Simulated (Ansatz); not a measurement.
# Hypothetical rock salt YSi: uniaxial stress, 8 GPa compression along x

Base system: YSi in the rock salt structure (space group Fm-3m, No. 225; a = 5.837 Å; a hypothetical phase, not in the database extracts checked; relaxed with 0.1 eV smearing). Axes: x, y, z lie along the cube axes.

The change: uniaxial stress, 8 GPa compression along x; all other stress components relax to zero.

Calculations: Ansatz (an electronic-structure program) r2SCAN, scalar-relativistic without spin-orbit coupling, earlier PAW set. Settings: 17×17×17 k-points, 0.1 eV Fermi–Dirac smearing.

| quantity | base | changed | shift |
|---|---|---|---|
| space group | Fm-3m (No. 225) | I4/mmm (No. 139) | – |
| shortest interatomic distance | 291.9 pm | 279.9 pm | -11.93 pm |
| energy relative to the base (free energy F) | 0 meV/atom | +24 meV/atom | +24 meV/atom |
| band gap | zero | zero | – |
| strain response (xx, yy, zz) | – | (−4.09, +0.48, +0.48) % | – |
| secant Young's modulus along x | – | 200 GPa | – |
| mean lateral Poisson ratio | – | 0.12 | – |

Cost of the whole job for the changed cell (relaxation, final SCF and bands): about 80 core-seconds (a rough figure).

Stability under load was not tested beyond the relaxation. All final runs are without spin polarisation. An odd electron count without spin: YSi. YSi has a high density of states at the Fermi level and may be magnetic at this level.
